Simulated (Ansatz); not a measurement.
CuI (P4/nmm), Ansatz (an electronic-structure program) with r2SCAN+D4 with spin-orbit coupling, rigid bands: N_c = 3.09e18 cm⁻³ at 300 K and an electron conductivity mass of 0.254 mₑ along z (a = (4.07, 0.00, 0.00) Å; b = (0.00, 4.07, 0.00) Å; c = (0.00, 0.00, 6.41) Å).

Q: For 1e16 electrons per cm³ at 300 K, place the Fermi level, estimate the Seebeck coefficient of a parabolic band with constant τ, and give mobility and conductivity for τ = 50 fs.

A: The level lies k_BT ln(N_c/n) = 0.148 eV below the conduction-band minimum. S ≈ −(k_B/e)[ln(N_c/n) + 5/2] = -709 μV/K, against -704 μV/K from the full bands (mean over directions). μ = eτ/m = 346 cm²/(V·s) and σ = neμ = 0.555 S/cm. τ is assumed, not computed.

Band transport and this doping are assumed; polarons and phonon drag are left out. Geometry: cell and atoms relaxed with r2SCAN+D4.

Computed structure with no diffraction record at hand here (it may be known, metastable or hypothetical): CuI (P4/nmm).
